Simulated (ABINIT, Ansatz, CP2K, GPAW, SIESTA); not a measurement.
# KF (Fm-3m, 2 atoms in the cell) computed with different codes at matched settings

Band-structure calculation.

```yaml
crystal:
  lattice:
    - [0.00000, 2.67500, 2.67500]
    - [2.67500, 0.00000, 2.67500]
    - [2.67500, 2.67500, 0.00000]
  atoms:
    - { symbol: K, position: [0.00000, 0.00000, 0.00000] }
    - { symbol: F, position: [0.50000, 0.50000, 0.50000] }
```

Shared settings, as Ansatz (an electronic-structure program) writes them: kpoints.mp_grid.grid = 9 9 9; scf.occupations.method = fermi_dirac; scf.occupations.width = 0.01 eV. Potentials and cutoffs stand in the table.

| code | model | gap along the path (eV) | smallest direct gap (eV) | cutoff |
|---|---|---|---|---|
| ABINIT | PBE, PAW (JTH v2.0 PBE PAW) | 6.15 | 6.15 | 24 Ha |
| GPAW | PBE, GPAW PAW datasets PBE (gpaw-data 1.0.1) | 6.16 | 6.16 | 900 eV |
| CP2K | PBE, GPW, DZVP-MOLOPT-SR-GTH basis, GTH-PBE potentials (GTH_POTENTIALS) | 6.24 | 6.24 | grid 550 Ry |
| SIESTA | GGA PBE, numerical atomic orbitals DZP, PseudoDojo PBE standard norm-conserving potentials (rewritten from UPF to PSML) | 5.48 | 5.52 | grid 350 Ry |
| Ansatz | PBE, default PAW files | 6.16 | 6.16 | default |

The spread over the programs that give each value: gap along the path within 0.76 eV; smallest direct gap within 0.72 eV.

CP2K and SIESTA use small atom-centred bases, whose incompleteness enters pressures, forces and empty levels differently from a plane-wave cutoff.

In the gap along the path, SIESTA stands apart from the plane-wave programs.

The starting cell has typed, rounded lattice constants, without a prior relaxation at this level.

Left out of this page: Quantum ESPRESSO, Elk and FLEUR (not drawn, or without a comparable value).

Keys are those of Ansatz 0.2.
